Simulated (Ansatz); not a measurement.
**The (111) surface of fcc Rh, p(2x2), one Rh site of the top plane empty (bottom of the slab: a bare face, its two planes held)**

These are PBE (plane waves to 420 eV, PAW; Ansatz, a program for electronic structure) values and carry that method's errors.

Slab: 23 atoms, 11.1 Å thick at the start with caps and adatoms (thin: gaps and levels are the slab's own); k 8x8x1, smearing 0.1 eV, dipole-corrected; 8 atoms held, the rest relaxed; held to the start's symmetry, so lower structures may exist; no spin, no spin-orbit, no U. In PBE it lies 0.11 eV a 1x1 cell over the lowest computed structure of the same composition (one row in 4 of the top plane missing).

* **work function of the top face**: 4.70 eV
* **energy released by relaxation**: 0.19 eV
* **cost**: roughly 9 core-minutes
